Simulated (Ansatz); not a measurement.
# CuZn: energy against strain

CuZn (CsCl type, Pm-3m, 12.302 Å³/atom at rest) under an equal strain ε in the (111) plane with the normal axis free, as in a coherent film. PBEsol in Ansatz, a plane-wave DFT program (PAW, default set), 420 eV, 20×20×20 Γ-centred mesh, Fermi-Dirac smearing 0.10 eV; ions are relaxed within the symmetry of each cell.

Here s stands for strain and y for E less E0.

```csv
strain (%),E less E0 (meV/atom)
-1.25,3.68
-0.83,1.60
-0.42,0.40
0.00,0.00
0.42,0.44
0.83,1.65
1.25,3.67
2.50,?
```

Q: Using a parabola, estimate the missing y at s = 2.50 from the other rows, showing the fit.

A: Least squares gives y = 0.004 + 0.0094·s + 2.3499·s². Residuals (row less fit): 0.016, -0.015, -0.015, -0.004, 0.018, 0.019, -0.017; standard error 0.021 (degrees of freedom: 4). Twice the quadratic coefficient over the volume, 2 × 2.3499 meV × 10⁴ × 0.1602 / 12.302 Å³, is twice the biaxial elastic modulus of this plane = 612 ± 3 GPa. At the withheld row, y = 0.004 + 0.0094 × 2.50 + 2.3499 × 2.50² = 14.714 meV/atom. The calculation gives 14.01 meV/atom, 0.704 meV/atom below the prediction (5.0 % of the range of y in the table). The row lies outside the fitted rows, so this is an extrapolation. From the scatter of the fitted rows alone, a prediction at this place has a standard error of 0.079 meV/atom, so the miss is 8.9 times that.

One order more, fitted to all 13 runs of the series, follows each within 0.02, so the miss is the next term of a smooth law. In a metal these values are sensitive to mesh and smearing; energies are taken to zero smearing, stresses follow the free energy. Rows are the converged runs of the series near zero and its far end; series whose fitted rows scatter by over a few per cent of the range, as at a crossing or softening among them, aren't shown in this form. Most that stay on the fit to the last digits aren't either.
